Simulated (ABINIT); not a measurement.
Input and output of a zone-centre phonon calculation for HfC (Fm-3m, 2 atoms in the cell) (ABINIT).

Method of the run: LDA (PW92), norm-conserving pseudopotentials (PseudoDojo nc-sr-04 LDA standard) (plane waves; ABINIT).

Input as run:

```
# HfC, PseudoDojo nc-sr-04 LDA standard
pp_dirpath "./"
pseudos "Hf.upf, C.upf"
acell 3*1.0 Angstrom
rprim
         0.0000000000    2.3316000000    2.3316000000
         2.3316000000    0.0000000000    2.3316000000
         2.3316000000    2.3316000000    0.0000000000
natom 2
ntypat 2
znucl 72 6
typat 1 2
xred
         0.0000000000    0.0000000000    0.0000000000
         0.5000000000    0.5000000000    0.5000000000
ecut 41
ixc 7
occopt 3
tsmear 0.5 eV
nband 13
kptopt 1
ngkpt 7 7 7
nshiftk 1
shiftk 0 0 0
istwfk *1
nstep 60
tolvrs1 1.0e-16
ndtset 2
prtwf1 1
getwfk2 1
kptopt2 2
nqpt2 1
qpt2 0 0 0
tolvrs2 1.0e-09
rfphon2 1
asr 0
enunit 2
```

Output, abridged:

```
--- !BeginCycle
solver: {iscf: 7, nstep: 60, nline: 4, wfoptalg: 0, }
tolerances: {tolvrs: 1.00E-16, }
...

     iter   Etot(hartree)      deltaE(h)  residm     vres2
 ETOT  1  -62.375735082132    -6.238E+01 1.129E-01 8.588E+02
 ETOT  2  -62.331169088658     4.457E-02 1.335E-02 1.181E+03
 ETOT  3  -62.561527017653    -2.304E-01 4.692E-03 3.702E-01
 ETOT  4  -62.561710004464    -1.830E-04 1.339E-03 3.119E-02
 ETOT  5  -62.561714592594    -4.588E-06 2.809E-04 7.987E-03
   [... 3 lines left out ...]
 ETOT  9  -62.561716255405    -3.556E-11 3.499E-05 1.526E-10
 ETOT 10  -62.561716255403     1.812E-12 3.172E-05 2.512E-11
 ETOT 11  -62.561716255404    -9.237E-13 2.739E-05 8.325E-14
 ETOT 12  -62.561716255406    -1.847E-12 2.408E-05 5.624E-17
 At SCF step   12       vres2   =  5.62E-17 < tolvrs=  1.00E-16 =>converged.

 Cartesian components of stress tensor (hartree/bohr^3)
  sigma(1 1)=  4.89911592E-04  sigma(3 2)=  0.00000000E+00
  sigma(2 2)=  4.89911592E-04  sigma(3 1)=  0.00000000E+00
  sigma(3 3)=  4.89911592E-04  sigma(2 1)=  0.00000000E+00

 ----iterations are completed or convergence reached----

 reduced coordinates (array xred) for    2 atoms
       0.000000000000      0.000000000000      0.000000000000
       0.500000000000      0.500000000000      0.500000000000
 cartesian forces (eV/Angstrom) at end:
    1     -0.00000000000000    -0.00000000000000    -0.00000000000000
    2     -0.00000000000000    -0.00000000000000    -0.00000000000000
 frms,max,avg= 0.0000000E+00 0.0000000E+00   0.000E+00  0.000E+00  0.000E+00 e/A
   [... lines left out ...]
 Fermi (or HOMO) energy (hartree) =   0.39812   Average Vxc (hartree)=  -0.47670
 Fermi (or HOMO) energy (eV) =  10.83349   Average Vxc (eV)= -12.97168
total_energy        : -6.25617162554058E+01
-Cartesian components of stress tensor (GPa)         [Pressure= -1.4414E+01 GPa]
 Unit cell volume ucvol=  1.7107586E+02 bohr^3
   [... lines left out ...]
-  5.184153E+01
 Phonon frequencies in cm-1    :
-  5.585117E+00  5.585117E+00  5.585117E+00  4.181302E+02  4.181302E+02
-  4.181302E+02
 Phonon frequencies in Thz     :
-  1.674376E-01  1.674376E-01  1.674376E-01  1.253523E+01  1.253523E+01
-  1.253523E+01
 Phonon energies in Kelvin  :
-  8.035728E+00  8.035728E+00  8.035728E+00  6.015953E+02  6.015953E+02
-  6.015953E+02

 Calculation completed.
```

The run converged in 12 iterations. 

Summary of the result:
```
Item                                                                                           Result
-----------------------------------------------------------------------------  ----------------------
Free energy E − TS                                                                        -1702.39 eV
Fermi level (on the code's own zero)                                                         10.83 eV
Pressure                                                                                   -14.41 GPa
Zone-centre frequencies (cm⁻¹; negative means imaginary; no sum rule applied)  6, 6, 6, 418, 418, 418
```

The starting cell has typed, rounded lattice constants, without a prior relaxation at this level. Its lattice was rescaled by up to half a per cent. With a pressure of about -14 GPa the cell is away from its equilibrium volume at this level.

Cost on one core of a shared machine: roughly 4 min.
